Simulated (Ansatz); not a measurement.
Consider Ba in the bcc (W type) structure (space group Im-3m, No. 229).

```
CELL_PARAMETERS angstrom
     -2.44095     2.44095     2.44095
      2.44095    -2.44095     2.44095
      2.44095     2.44095    -2.44095
ATOMIC_POSITIONS crystal
  Ba 0.00000 0.00000 0.00000
```

Cartesian axes are those of the cell as printed.

Level of theory: PBEsol in Ansatz (plane waves to 420 eV, PAW, scalar-relativistic without spin-orbit coupling).

Before the change:

```
Property                        Result
-----------------------------  -------
Shortest interatomic distance  4.228 Å
```

One thing is altered: a free-standing slab of 7 layers (7 atoms, 1 a layer) is cut normal to [110], with 15 Å of vacuum and the in-plane cell held at bulk.

Q: Estimate the effect on the change of the spacing d23 from its bulk value of 3.452 Å, excess energy per area of both faces and shortest interatomic distance.

A: The change of the spacing d23 from its bulk value of 3.452 Å comes out as +0.2 %; the excess energy per area of both faces (slab less bulk energy over the cell's area: twice a surface energy) amounts to 0.7 J/m² (uncertain by up to 0.07 J/m²); the shortest interatomic distance shrinks by 0.056 Å to 4.172 Å.

Slab and bulk use different k-meshes, which limits the precision of the excess energy. No phonon test of stability was made.

Ansatz is an electronic-structure program.
